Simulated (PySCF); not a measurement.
PySCF 2.14.0, B3LYP/def2-svp: Ta(NMe)(NH2)2(OSiH3) (C[N]=[Ta]([NH2])([NH2])[O][SiH3]), 17 atoms. The geometry is a generated start, not checked to be a minimum at this level.

| Property | Value |
|---|---|
| task | energy and gradient |
| method | b3lyp |
| basis | def2-svp |
| mol.max_memory | 7000 MB |
| mf.init_guess | minao (default) |
| mf.DIIS | CDIIS (default) |
| mf.diis_space | 8 (default) |
| mf.conv_tol | 1e-09 (default) |
| mf.grids.level | 3 (default) |
| effective core potentials | those of the basis set, past Kr |
| basis functions (reference run) | 170 |
| grid points (reference run) | 211176 |

```xyz
17

Ta    -0.0409     0.2483     0.4092
N     -1.3158    -1.0138     0.3608
C     -2.2714    -2.0264     0.1291
H     -1.8552    -2.8223    -0.5019
H     -2.6013    -2.4728     1.0751
H     -3.1520    -1.6128    -0.3788
N      1.0930    -0.3393     1.9515
H      0.9855    -1.1268     2.5806
H      1.8958     0.1965     2.2724
N     -1.0970     1.8903     0.8561
H     -2.0829     1.9873     1.0725
H     -0.6699     2.8061     0.9786
O      1.0594     0.5110    -1.1881
Si     2.2513     0.8608    -2.1961
H      2.0295     0.1469    -3.4577
H      3.5190     0.4475    -1.5647
H      2.2529     2.3195    -2.3989
```
Charge 0, spin multiplicity 1.

The reference run uses exact four-centre integrals. Single runs; times are not shown.

Settings tried, all else as in the reference:
- density fitting, auxbasis = autoaux
- density fitting of J alone, exact K
- density fitting, auxbasis = def2-universal-jfit
- density fitting

Q: Which settings reproduce the reference to 1.0 meV/atom in energy, 10 meV/Å in forces (largest component)?

A: Within it: density fitting, auxbasis = autoaux; density fitting; density fitting of J alone, exact K. Outside: density fitting, auxbasis = def2-universal-jfit.

```csv
setting,energy against the reference,difference in forces (largest component)
"density fitting, auxbasis = autoaux",+0.012 meV/atom,0.62 meV/Å
density fitting,−0.14 meV/atom,1.4 meV/Å
"density fitting of J alone, exact K",−0.24 meV/atom,1.6 meV/Å
"density fitting, auxbasis = def2-universal-jfit",+560 meV/atom,600 meV/Å
```

Total energies are compared; such shifts often cancel in part in energy differences. def2-universal-jfit is made for Coulomb alone and misses functions that exchange needs. No test of the SCF solution's stability was run. Also tried and not ranked: density fitting, auxbasis = def2-universal-jkfit (same energy as a listed run); COSX exchange (sgx_fit, pjs) with fitted J, mf.with_df.grids_level_i = 1, mf.with_df.grids_level_f = 1 (gradient came out as NaN); COSX exchange (sgx_fit, pjs) with fitted J, mf.with_df.grids_level_i = 1, mf.with_df.grids_level_f = 2 (default) (gradient came out as NaN); COSX exchange (sgx_fit, pjs) with fitted J, mf.with_df.grids_level_i = 1, mf.with_df.grids_level_f = 3 (gradient came out as NaN); COSX exchange (sgx_fit, pjs) with fitted J, mf.with_df.grids_level_i = 1, mf.with_df.grids_level_f = 4 (gradient came out as NaN). The tolerance is a choice made for this comparison.
